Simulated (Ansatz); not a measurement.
Start from GaSe in the beta-GaS type structure (space group P6_3/mmc, No. 194; a = 3.705 Å, c = 15.508 Å; layered, stacked along the Cartesian z axis).

All numbers come from PBEsol-D3(BJ), PAW, 420 eV (Ansatz, a quantum-chemistry and plane-wave program; no spin-orbit coupling), earlier PAW set.

Base values:

| Quantity | Value |
|---|---|
| Smallest direct gap | 0.93 eV |
| Hole mass | 0.075 mₑ along c, 1.5 mₑ across (at Γ) |
| Density | 5.36 g/cm³ |

Now apply this change: every Ga is replaced by B; the structure is relaxed again.

**Question.** What does the calculation give for the smallest direct gap, hole mass and density after the change?

**Answer.** The smallest direct gap goes up by 1.60 eV to 2.53 eV; the hole mass goes from 0.075 mₑ along c, 1.5 mₑ across (at Γ) to 0.22 mₑ along c, 1.4 mₑ across (at Γ); the density decreases by 0.45 g/cm³ to 4.91 g/cm³.

Effective masses come from finite differences of ±0.01 Å⁻¹. No phonon test of stability was made. As relaxed here, BSe is a hypothetical phase, not in the database extracts checked.
